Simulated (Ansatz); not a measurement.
For GaAlN2 (P3m1, No. 156, 4 atoms in the cell; start mp-1228894), LDA in Ansatz (plane waves, PAW) gives:

| Property | Value |
|---|---|
| equilibrium lattice constant a | 3.119 Å |
| lattice parameter c | 5.053 Å |

Q: What does HSE06 (Ansatz, a program for electronic structure, plane waves, PAW) give for the same quantities?

A: 
- lattice constant a: 3.144 Å (rises by 0.8 %)
- lattice parameter c: 5.085 Å (grows by 0.6 %)

Changes are worked out from the printed values.

Unless a cell is named, each level is at its own relaxed cell (LDA 10.64, HSE06 10.88 Å³/atom).

Caveats: the relaxation could not lower the start's symmetry, so the cell can be a saddle point above a distorted one (HSE06). Ansatz's density-functional and Hartree–Fock values are scalar-relativistic unless marked +SOC, with PAW data made under PBE.

A start named mp-… is a Materials Project structure, which need not be a measured phase.
